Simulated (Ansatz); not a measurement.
System: TiO2 (C2/m, No. 12, 12 atoms in the cell; start mp-554278; a measured phase of this formula has another space group). Method: PBEsol in Ansatz (PAW).

From the output:

```
Crystal: 12 atoms, lattice volume = 141.710 Å³
Basis set: ecut = 520 eV, 3811 PW (Γ), exchange–correlation on 96×96×100 points (8 copies of the dense FFT grid, shifted against one another)
Bands: 60, of which v1, the nominal top of the filled ones, is band 48 counted from 1 (47 counted from 0)
Symmetry: 4 space group operations
Space group: C2/m (ITA 12), of the structure as read, at distance tolerance 5.2e-5 Å
k-points: 172 of 600
Functional: x = pbesol(κ = 0.804, μ = 0.12345679012345678), c = pbesol(β = 0.046)
SCF iter   1: F=—  HF=-14399.586190 eV  |F-HF|=—  |Δ(HF+E_count)|=         —  Δρ=1.87e-2  dr2=4.30e-1
SCF iter   2: F=—  HF=-14399.519042 eV  |F-HF|=—  |Δ(HF+E_count)|=   6.71e-2  Δρ=9.30e-3  dr2=1.04e-1
  ...
SCF iter  12: F=—  HF=-14399.498883 eV  |F-HF|=—  |Δ(HF+E_count)|=   6.25e-9  Δρ=2.59e-6  dr2=1.02e-8
SCF iter  13: F=-14399.498883 eV  HF=-14399.498883 eV  |F-HF|=1.95e-9  |Δ(HF+E_count)|=   6.54e-9  Δρ=7.78e-7  dr2=1.16e-9
SCF 1 converged in 13 iterations: F = -14399.498883 eV  dr2 = 1.16e-9
SCF converged after 13 iterations
Free energy (F): -14399.498883 eV
Internal energy: -14399.498883 eV  (E = F + TS)
E sigma→0 (E₀):  -14399.498883 eV
Fermi energy:    7.875594 eV
--- Forces (eV/Å), atoms counted from 1 ---
  atom   1  Ti     0.00093747     0.00000000    -0.00005364
  atom   2  Ti    -0.00093747    -0.00000000     0.00005364
  atom   3  Ti    -0.00023815    -0.00000000     0.00013860
  atom   4  Ti     0.00023815     0.00000000    -0.00013860
  atom   5  O     -0.00005216    -0.00000000     0.00071883
  atom   6  O      0.00005216     0.00000000    -0.00071883
  atom   7  O      0.00075811     0.00000000     0.00030960
  atom   8  O     -0.00075811    -0.00000000    -0.00030960
  atom   9  O     -0.00063597     0.00000000    -0.00142164
  atom  10  O      0.00063597    -0.00000000     0.00142164
  atom  11  O      0.00039914     0.00000000    -0.00028868
  atom  12  O     -0.00039914    -0.00000000     0.00028868
--- Stress (GPa, compression-positive) ---
        0.001278       0.000000      -0.000229
        0.000000      -0.000219       0.000000
       -0.000229       0.000000       0.008856
  P = ⅓ Tr σ = 0.0033 GPa (0.033 kbar)
```

Question: Write an input file that could have produced this run (the log leaves some choices open).

Answer: One answer among several that fit: 
Ansatz 0.2 input:
```yaml
crystal:
  lattice:
    - [6.0799417107, -1.8651174277, 0.0002987458]
    - [6.0799417107, 1.8651174277, 0.0002987458]
    - [-1.9049474765, 0.0, 6.248270795]
  atoms:
    - { symbol: Ti, position: [0.8048979829, 0.8048979829, 0.7163046652] }
    - { symbol: Ti, position: [0.1951020171, 0.1951020171, 0.2836953348] }
    - { symbol: Ti, position: [0.100913564, 0.100913564, 0.7085098982] }
    - { symbol: Ti, position: [0.899086436, 0.899086436, 0.2914901018] }
    - { symbol: O, position: [0.0582864614, 0.0582864614, 0.369878256] }
    - { symbol: O, position: [0.9417135386, 0.9417135386, 0.630121744] }
    - { symbol: O, position: [0.6382128518, 0.6382128518, 0.7051141674] }
    - { symbol: O, position: [0.3617871482, 0.3617871482, 0.2948858326] }
    - { symbol: O, position: [0.133810863, 0.133810863, 0.0034758741] }
    - { symbol: O, position: [0.866189137, 0.866189137, 0.9965241259] }
    - { symbol: O, position: [0.7362273952, 0.7362273952, 0.3482537352] }
    - { symbol: O, position: [0.2637726048, 0.2637726048, 0.6517462648] }
basis:
  ecutwfc: 520
  ecutrho_ratio: 4
  xc_grid: 2
kpoints:
  mp_grid: { grid: [10, 10, 6] }
  band_path:
    path:
      - [0.0, 0.0, 0.0]
      - [-0.030635, 0.030635, 0.0]
      - [-0.061269, 0.061269, 0.0]
      - [-0.091904, 0.091904, 0.0]
      - [-0.122539, 0.122539, 0.0]
      - [-0.153173, 0.153173, 0.0]
      - [-0.183808, 0.183808, 0.0]
      - [-0.214443, 0.214443, 0.0]
      - [-0.245078, 0.245078, 0.0]
      - [-0.275712, 0.275712, 0.0]
      - [-0.724288, -0.275712, 0.0]
      - [-0.692247, -0.307753, 0.0]
      - [-0.660206, -0.339794, 0.0]
      - [-0.628164, -0.371836, 0.0]
      - [-0.596123, -0.403877, 0.0]
      - [-0.564082, -0.435918, 0.0]
      - [-0.532041, -0.467959, 0.0]
      - [-0.5, -0.5, 0.0]
      - [-0.4, -0.4, 0.0]
      - [-0.3, -0.3, 0.0]
      - [-0.2, -0.2, 0.0]
      - [-0.1, -0.1, 0.0]
      - [-0.1, -0.1, 0.1]
      - [-0.2, -0.2, 0.2]
      - [-0.3, -0.3, 0.3]
      - [-0.4, -0.4, 0.4]
      - [-0.5, -0.5, 0.5]
      - [-0.534035, -0.465965, 0.5]
      - [-0.56807, -0.43193, 0.5]
      - [-0.602104, -0.397896, 0.5]
      - [-0.636139, -0.363861, 0.5]
      - [-0.670174, -0.329826, 0.5]
      - [-0.704209, -0.295791, 0.5]
      - [-0.738244, -0.261756, 0.5]
      - [-0.261756, 0.261756, 0.5]
      - [-0.229037, 0.229037, 0.5]
      - [-0.196317, 0.196317, 0.5]
      - [-0.163598, 0.163598, 0.5]
      - [-0.130878, 0.130878, 0.5]
      - [-0.098159, 0.098159, 0.5]
      - [-0.065439, 0.065439, 0.5]
      - [-0.03272, 0.03272, 0.5]
      - [0.0, 0.0, 0.5]
      - [0.0, 0.0, 0.375]
      - [0.0, 0.0, 0.25]
      - [0.0, 0.0, 0.125]
      - [-0.5, 0.0, 0.5]
      - [-0.444444, 0.0, 0.444444]
      - [-0.388889, 0.0, 0.388889]
      - [-0.333333, 0.0, 0.333333]
      - [-0.277778, 0.0, 0.277778]
      - [-0.222222, 0.0, 0.222222]
      - [-0.166667, 0.0, 0.166667]
      - [-0.111111, 0.0, 0.111111]
      - [-0.055556, 0.0, 0.055556]
      - [-0.0625, 0.0, 0.0]
      - [-0.125, 0.0, 0.0]
      - [-0.1875, 0.0, 0.0]
      - [-0.25, 0.0, 0.0]
      - [-0.3125, 0.0, 0.0]
      - [-0.375, 0.0, 0.0]
      - [-0.4375, 0.0, 0.0]
      - [-0.5, 0.0, 0.0]
    npoints: 1
hamiltonian:
  xc: pbesol
  dispersion: none
  pseudopotentials: { kind: paw }
scf:
  occupations: { method: fermi_dirac, width: 0.01 }
  convergence: { dr2_threshold: 0.0000000012 }
output:
  forces: true
  stress: true
  eigenvalues: true
  write_bands: true
```

The PAW data were made under PBE.

Computing time: around 3 core-minutes (rough).

A start named mp-… is a Materials Project structure, which need not be a measured phase.

Ansatz is a program for electronic structure.
